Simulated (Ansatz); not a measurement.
Input and output of a self-consistent single point for CaBe2 (Fd-3m, 6 atoms in the cell) (Ansatz, a first-principles code).

Level of theory: PBE (plane waves, PAW; Ansatz).

```
CELL_PARAMETERS angstrom
      0.00000     4.10022     4.10022
      4.10022     0.00000     4.10022
      4.10022     4.10022     0.00000
ATOMIC_POSITIONS crystal
  Be 0.12500 0.12500 0.12500
  Be 0.62500 0.12500 0.12500
  Be 0.12500 0.62500 0.12500
  Be 0.12500 0.12500 0.62500
  Ca 0.75000 0.75000 0.75000
  Ca 0.50000 0.50000 0.50000
```

Reference input (self-consistent single point, DFT, PBE, plane waves, default PAW files): kpoints.mp_grid.grid = 9 9 9; hamiltonian.xc = pbe; hamiltonian.pseudopotentials = {kind: paw} (the program's default PAW files); scf.occupations.method = methfessel_paxton; scf.occupations.width = 0.272 eV. This run's input differs from it in these lines:

Ansatz 0.2 input:
```diff
@@ -18,3 +18,3 @@
 scf:
-  occupations: { method: methfessel_paxton, width: 0.272 eV }
+  occupations: { method: fermi_dirac, width: 0.2 eV }
 output:
```

Output (repeated stretches shortened):

```
SCF iter   1: F=—  HF=-4001.017480 eV  |F-HF|=—  |Δ(HF+E_count)|=         —  Δρ=1.51e-3  dr2=4.99e-3  ethr=1.77e-3  ⟨swp⟩=7.1  Hψ=4186  notcnv=0
all-band conjugate gradients solve this SCF's bands
preconditioner: auto → Kerker (q_TF=auto, 2.092 Å⁻¹)
SCF iter   2: F=—  HF=-4001.017847 eV  |F-HF|=—  |Δ(HF+E_count)|=   3.67e-4  Δρ=9.05e-4  dr2=1.56e-3  ethr=1.78e-5  ⟨swp⟩=1.7  Hψ=1053  notcnv=0
SCF iter   3: F=—  HF=-4001.017799 eV  |F-HF|=—  |Δ(HF+E_count)|=   4.79e-5  Δρ=2.45e-4  dr2=1.51e-4  ethr=5.56e-6  ⟨swp⟩=1.9  Hψ=961  notcnv=0
SCF iter   4: F=—  HF=-4001.017766 eV  |F-HF|=—  |Δ(HF+E_count)|=   3.31e-5  Δρ=5.10e-5  dr2=1.03e-5  ethr=5.39e-7  ⟨swp⟩=1.7  Hψ=898  notcnv=0
SCF iter   5: F=—  HF=-4001.017796 eV  |F-HF|=—  |Δ(HF+E_count)|=   2.93e-5  Δρ=1.99e-5  dr2=1.99e-6  ethr=3.69e-8  ⟨swp⟩=2.2  Hψ=928  notcnv=0
SCF iter   6: F=—  HF=-4001.017795 eV  |F-HF|=—  |Δ(HF+E_count)|=   3.60e-7  Δρ=6.08e-6  dr2=2.28e-7  ethr=7.09e-9  ⟨swp⟩=2.0  Hψ=901  notcnv=0
SCF iter   7: F=-4001.017795 eV  HF=-4001.017795 eV  |F-HF|=1.64e-8  |Δ(HF+E_count)|=   5.21e-8  Δρ=2.00e-6  dr2=2.35e-8  ethr=3.57e-10  ⟨swp⟩=5.7  Hψ=2964  notcnv=0
SCF 1 converged in 7 iterations: F = -4001.017795 eV  dr2 = 2.35e-8
Free energy (F): -4001.017795 eV
Internal energy: -4000.541288 eV  (E = F + TS)
E sigma→0 (E₀):  -4000.779541 eV
Entropy (-TS):   -0.476507 eV (-79.418 meV/atom)
Fermi energy:    4.087192 eV
--- Forces (eV/Å), atoms counted from 1 ---
  atom   1  Be     0.00000000     0.00000000     0.00000000
   [... zero for the other atoms too ...]
--- Stress (GPa, compression-positive) ---
      -10.736716       0.000000      -0.000000
       -0.000000     -10.736716       0.000000
       -0.000000       0.000000     -10.736716
  P = ⅓ Tr σ = -10.7367 GPa (-107.367 kbar)
  The stress holds the Pulay correction. Without it, at fixed plane waves, as pw.x and ABINIT print it: P = -10.7492 GPa
```

The run converged in 7 iterations. Against the reference run the free energy drops by 40.9 meV/atom and the pressure goes from -10.89 to -10.74 GPa.

The starting cell was generated: these elements placed on a structure prototype, without a prior relaxation; it need not be a known phase or ordering of this composition. With a pressure of about -11 GPa the cell is away from its equilibrium volume at this level. Ansatz's pressure includes its estimate of the finite-basis (Pulay) stress.
